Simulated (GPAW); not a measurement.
# Input and output of a self-consistent single point for CsRb2YBr6 (Fm-3m, 10 atoms in the cell) (GPAW)

Method of the run: PBEsol, GPAW PAW datasets PBEsol (made by gpaw-setup) (plane waves; GPAW).

Input:

```python
from ase import Atoms
from ase.units import GPa
from gpaw import GPAW

atoms = Atoms(['Cs', 'Rb', 'Rb', 'Y', 'Br', 'Br', 'Br', 'Br', 'Br', 'Br'],
              cell=[[0.000000, 6.201620, 6.201620],
                    [6.201620, 0.000000, 6.201620],
                    [6.201620, 6.201620, 0.000000]],
              positions=[[6.201620, 6.201620, 6.201620],
                         [9.302430, 9.302430, 9.302430],
                         [3.100810, 3.100810, 3.100810],
                         [0.000000, 0.000000, 0.000000],
                         [2.796434, 6.201620, 6.201620],
                         [9.606806, 6.201620, 6.201620],
                         [6.201620, 2.796434, 6.201620],
                         [6.201620, 9.606806, 6.201620],
                         [6.201620, 6.201620, 2.796434],
                         [6.201620, 6.201620, 9.606806]],
              pbc=True)

calc = GPAW(mode={'name': 'pw', 'ecut': 600},
            xc='PBEsol',
            kpts={'size': (4, 4, 4), 'gamma': True},
            occupations={'name': 'fermi-dirac', 'width': 0.0},
            nbands=-6,
            convergence={'bands': -4},
            symmetry={'symmorphic': False, 'tolerance': 0.0005},
            maxiter=150,
            txt='-')

atoms.calc = calc

energy = atoms.get_potential_energy()
print('Energy (eV):', round(energy, 6))
forces = atoms.get_forces()
print('Forces (eV/Ang):')
print(forces.round(5))
stress = atoms.get_stress()
print('Stress (GPa, Voigt):', (stress / GPa).round(4))
```

Output, abridged:

```
Input parameters:
  convergence: {bands: -4}
  kpts: {gamma: True,
         size: (4, 4, 4)}
  maxiter: 150
  mode: {ecut: 600,
         name: pw}
  nbands: -6
  occupations: {name: fermi-dirac,
                width: 0.0}
  symmetry: {symmorphic: False,
             tolerance: 0.0005}
  xc: PBEsol

species:
  Cs:
    name: Caesium
    Z: 55.0
    valence: 9
    core: 46
    charge: 0.0
    file: Cs.PBEsol.gz

    # Using partial waves for Cs as LCAO basis

  Rb:
    name: Rubidium
    Z: 37.0
    valence: 9
    core: 28
    charge: 0.0
    file: Rb.PBEsol.gz

    # Using partial waves for Rb as LCAO basis

  Y:
    name: Yttrium
    Z: 39.0
    valence: 11
    core: 28
    charge: 0.0
    file: Y.PBEsol.gz

    # Using partial waves for Y as LCAO basis

  Br:
    name: Bromine
    Z: 35.0
    valence: 7
    core: 28
    charge: 0.0
    file: Br.PBEsol.gz

    # Using partial waves for Br as LCAO basis

Reference energy: -890990.510996  # eV

Spin-paired calculation

Convergence criteria:
 Maximum [total energy] change in last 3 cyles: 0.0005 eV / valence electron
 Maximum integral of absolute [dens]ity change: 0.0001 electrons / valence electron
 Maximum integral of absolute [eigenst]ate change: 4e-08 eV^2 / valence electron
 Maximum number of scf [iter]ations: 150

Symmetries present (total): 48
Symmetries with fractional translations: 0
64 k-points: 4 x 4 x 4 Monkhorst-Pack grid + [1/8,1/8,1/8]
8 k-points in the irreducible part of the Brillouin zone
       k-points in crystal coordinates                weights
   0:     0.00000000    0.00000000    0.00000000          1/64
   1:     0.25000000    0.25000000    0.00000000          6/64
   2:     0.25000000    0.25000000    0.25000000          8/64
   3:     0.50000000    0.25000000   -0.25000000          6/64
   4:     0.50000000    0.25000000    0.25000000         12/64
   5:     0.50000000    0.50000000    0.00000000          3/64
   6:     0.50000000    0.50000000    0.25000000         24/64
   7:     0.50000000    0.50000000    0.50000000          4/64

Wave functions: Plane wave expansion
  Cutoff energy: 600.000 eV
  Number of coefficients (min, max): 15844, 16049
  Pulay-stress correction: 0.000000 eV/Ang^3 (de/decut=0.000000)

Occupation numbers: # Zero width

Eigensolver

Densities:
  Coarse grid: 50*50*50 grid
  Fine grid: 100*100*100 grid
  Total Charge: 0.000000

Density mixing:
  Method: separate
  Backend: pulay
  Linear mixing parameter: 0.05
  old densities: 5
  Damping of long wavelength oscillations: 50

Hamiltonian:
  XC and Coulomb potentials evaluated on a 100*100*100 grid
  External potential:
    NoExternalPotential

XC parameters: PBEsol with 2 nearest neighbor stencil

Number of atoms: 10
Number of atomic orbitals: 52
Number of bands in calculation: 46
Number of valence electrons: 80
Bands to converge: 42

Density initialized from atomic densities
  46 bands from LCAO basis set

Atomic positions and initial magnetic moments

Positions:
   0 Cs     6.201620    6.201620    6.201620    ( 0.0000,  0.0000,  0.0000)
   1 Rb     9.302430    9.302430    9.302430    ( 0.0000,  0.0000,  0.0000)
   2 Rb     3.100810    3.100810    3.100810    ( 0.0000,  0.0000,  0.0000)
   3 Y      0.000000    0.000000    0.000000    ( 0.0000,  0.0000,  0.0000)
   4 Br     2.796434    6.201620    6.201620    ( 0.0000,  0.0000,  0.0000)
   5 Br     9.606806    6.201620    6.201620    ( 0.0000,  0.0000,  0.0000)
   6 Br     6.201620    2.796434    6.201620    ( 0.0000,  0.0000,  0.0000)
   7 Br     6.201620    9.606806    6.201620    ( 0.0000,  0.0000,  0.0000)
   8 Br     6.201620    6.201620    2.796434    ( 0.0000,  0.0000,  0.0000)
   9 Br     6.201620    6.201620    9.606806    ( 0.0000,  0.0000,  0.0000)

Unit cell:
           periodic     x           y           z      points  spacing
  1. axis:    yes    0.000000    6.201620    6.201620    50     0.1432
  2. axis:    yes    6.201620    0.000000    6.201620    50     0.1432
  3. axis:    yes    6.201620    6.201620    0.000000    50     0.1432

  Lengths:   8.770415   8.770415   8.770415
  Angles:   60.000000  60.000000  60.000000

Effective grid spacing dv^(1/3) = 0.1563

     iter     time        total  log10-change:
                         energy   eigst   dens
iter:   1 --:--:--   -37.469564   -0.32
iter:   2 --:--:--   -37.286646   -1.21  -1.25
iter:   3 --:--:--   -36.602775   -1.57  -1.29
iter:   4 --:--:--   -36.461582   -1.60  -1.48
iter:   5 --:--:--   -36.511691   -1.87  -1.64
iter:   6 --:--:--   -36.478387   -3.07  -1.96
iter:   7 --:--:--   -36.488315c  -1.56  -2.08
iter:   8 --:--:--   -36.446968   -2.97  -2.08
iter:   9 --:--:--   -36.447093   -4.36  -2.71
iter:  10 --:--:--   -36.447909c  -3.87  -2.71
iter:  11 --:--:--   -36.447676c  -4.76  -2.70
iter:  12 --:--:--   -36.447609c  -5.28  -3.20
iter:  13 --:--:--   -36.447600c  -6.12  -3.28
iter:  14 --:--:--   -36.447547c  -5.15  -3.31
iter:  15 --:--:--   -36.447548c  -5.30  -3.95
iter:  16 --:--:--   -36.447546c  -6.09  -4.11c
iter:  17 --:--:--   -36.447544c  -6.66  -4.21c
iter:  18 --:--:--   -36.447544c  -7.13  -4.26c
iter:  19 --:--:--   -36.447542c  -7.28  -4.32c
iter:  20 --:--:--   -36.447542c  -7.33  -4.69c
iter:  21 --:--:--   -36.447542c  -8.67c -5.06c

Converged after 21 iterations.

Dipole moment: (-0.000000, -0.000000, -0.000000) |e|*Ang

Energy contributions relative to reference atoms: (reference = -890990.510996)

Kinetic:        +35.442913
Potential:      -38.402677
External:        +0.000000
XC:             -33.182542
Entropy (-ST):   +0.000000
Local:           -0.305235
SIC:             +0.000000
--------------------------
Free energy:    -36.447542
Extrapolated:   -36.447542

Showing only first 2 kpts
 Kpt  Band  Eigenvalues  Occupancy
  0    38     -0.47091    2.00000
  0    39     -0.47090    2.00000
  0    40      3.24951    0.00000
  0    41      3.87597    0.00000

  1    38     -0.59254    2.00000
  1    39     -0.47410    2.00000
  1    40      3.74194    0.00000
  1    41      3.86328    0.00000

Fermi level: 1.38930

Gap: 3.720 eV
Transition (v -> c):
  (s=0, k=0, n=39, [0.00, 0.00, 0.00]) -> (s=0, k=0, n=40, [0.00, 0.00, 0.00])
No difference between direct/indirect transitions
Energy (eV): -36.447542

Forces in eV/Ang:
  0 Cs   -0.00000    0.00000    0.00000
  1 Rb   -0.00000   -0.00000    0.00000
  2 Rb    0.00000   -0.00000   -0.00000
  3 Y     0.00000   -0.00000   -0.00000
  4 Br   -0.16452    0.00000   -0.00000
  5 Br    0.16452   -0.00000    0.00000
  6 Br   -0.00000   -0.16452   -0.00000
  7 Br    0.00000    0.16452    0.00000
  8 Br    0.00000   -0.00000   -0.16452
  9 Br    0.00000    0.00000    0.16452

Stress tensor:
     0.005470     0.000000    -0.000000
     0.000000     0.005470    -0.000000
    -0.000000    -0.000000     0.005470
Stress (GPa, Voigt): [ 0.8765  0.8765  0.8765 -0.     -0.      0.    ]
```

The run converged in 21 iterations. GPAW prints stress with tension positive.

The starting cell comes from a database of computed structures (which also holds hypothetical and non-ambient phases and stackings), without a prior relaxation at this level.

Cost on one core of a shared machine: roughly 5 min.
